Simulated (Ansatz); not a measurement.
Ga₃AlAs₄ (model structure, P-4m2, No. 115, 8 atoms in the cell), treated with PBEsol (PAW; Ansatz, a first-principles code).

Run with plane-wave cutoff 520 eV, 8×8×4 k mesh (along the axes of the cell as run), Fermi–Dirac smearing 0.01 eV, scalar-relativistic PAW data made under PBE.

Cell (relaxed with PBEsol):

```cif
data_AlAs4Ga3
_chemical_formula_sum 'Ga3 As4 Al1'
_space_group_name_H-M_alt 'P-4m2'
_space_group_IT_number 115
_space_group_name_Hall 'P -4 -2'
_cell_length_a 4.00633
_cell_length_b 4.00633
_cell_length_c 11.31834
_cell_angle_alpha 90.000
_cell_angle_beta 90.000
_cell_angle_gamma 90.000
loop_
_atom_site_label
_atom_site_type_symbol
_atom_site_symmetry_multiplicity
_atom_site_Wyckoff_symbol
_atom_site_fract_x
_atom_site_fract_y
_atom_site_fract_z
_atom_site_occupancy
Ga1 Ga 2 e 0.00000 0.00000 0.24961 1
As1 As 2 g 0.00000 0.50000 0.12477 1
Ga2 Ga 1 b 0.50000 0.50000 0.00000 1
As2 As 2 g 0.50000 0.00000 0.37485 1
Al1 Al 1 c 0.50000 0.50000 0.50000 1
```

### Question
What does this level give for the band gap?

### Answer

band gap: 0.73 eV (direct)

Note: the relaxation could raise the start's symmetry but not lower it, so the cell can be a saddle point.

Spin–orbit coupling is not included.

The computed numbers hold no vibrational or temperature effects.

A model structure was made by putting elements into a prototype or built by hand; it is no filed structure, need not be a known phase, and can be a saddle point held by its symmetry.
